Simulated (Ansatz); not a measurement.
# MgS: biaxial strain −1.25 %, plane normal [111], relaxed out of plane

Base system: MgS in the rock salt structure (space group Fm-3m, No. 225; a = 5.1820 Å). Axes: x, y, z lie along the cube axes.

One thing is altered: compressive biaxial strain of 1.25 % in the plane normal to [111], as in epitaxy on a mismatched substrate; the out-of-plane cell vector and the atoms relax.

Calculations: Ansatz (a quantum-chemistry and plane-wave program), PBEsol, PAW, cutoff 420 eV, no spin-orbit coupling. Settings: 11×11×11 k-points, 0.05 eV Fermi–Dirac smearing.

The volume per atom drops by 0.31 Å³ (17.39 Å³ → 17.08 Å³) and the shortest interatomic distance decreases by 0.015 Å (2.591 Å → 2.576 Å). The energy goes up by 2.9 meV/atom and the pressure (mean of the normal stresses, compression positive) goes from zero to 1.47 GPa. The band gap shrinks by 0.04 eV to 2.69 eV and the gap character comes out as indirect, Γ → F. The smallest direct gap rises by 0.07 eV (3.69 eV → 3.76 eV) and the valence-band top at Γ (three highest levels, from the VBM) becomes 0.00, 0.00, -0.19 eV (base: 0.00, 0.00, 0.00 eV). The valley order (the lowest conduction-band minima on the path, energy above the VBM, named in the base's zone) goes from X along ⟨100⟩ 2.73 eV; Γ 3.69 eV to X along [010] 2.69 eV; Γ 3.76 eV and the out-of-plane strain comes out as +0.70 %. The ratio −ε⊥/ε∥ comes out as 0.56 and the mean in-plane stress (compression positive) comes out as +2.2 GPa.

Final structure (turned so that z lies along the plane normal):

```
CELL_PARAMETERS angstrom
      3.61843     0.00000     0.00000
      1.80921     3.13365     0.00000
      1.80921    -1.04455     3.01284
ATOMIC_POSITIONS crystal
  Mg 0.00000 0.00000 0.00000
  S  0.00000 0.50000 0.50000
```

Cost of the whole job for the changed cell (relaxation, final SCF and bands): very roughly 9 core-seconds.

Whether these cells are dynamically stable was not tested. Labels are those of the standard path for the cell's own space group.
